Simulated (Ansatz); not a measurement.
Structures of equal composition on the (100) surface of fcc Cu: a layer of Au in place of the second plane; a layer of Au in place of the third plane. The slabs share one bottom face, and each structure is named by its start. These are constructed structures in small cells; real faces may alloy, dewet or reconstruct in larger ones, and not all known structures of the face are among them. Slabs of about 9 Å with all that they carry, Fermi-Dirac smearing of 0.1 eV. Bottom of the slabs: a bare face, its two planes held. Relaxed from the named starts with such symmetry as they have, on meshes of like density; energies extrapolated to zero smearing; no spin-orbit coupling, no U. Spin-polarised runs, if any, are marked in brackets, and their order is one that fits the cell; the others ran without spin.

Computed with PBE (plane waves to 420 eV, PAW; Ansatz, an electronic-structure program).

### Question
Order them by energy per 1x1 cell (lowest first) at the level PBE.

### Answer
a layer of Au in place of the third plane (0.000 eV), a layer of Au in place of the second plane (0.078 eV)
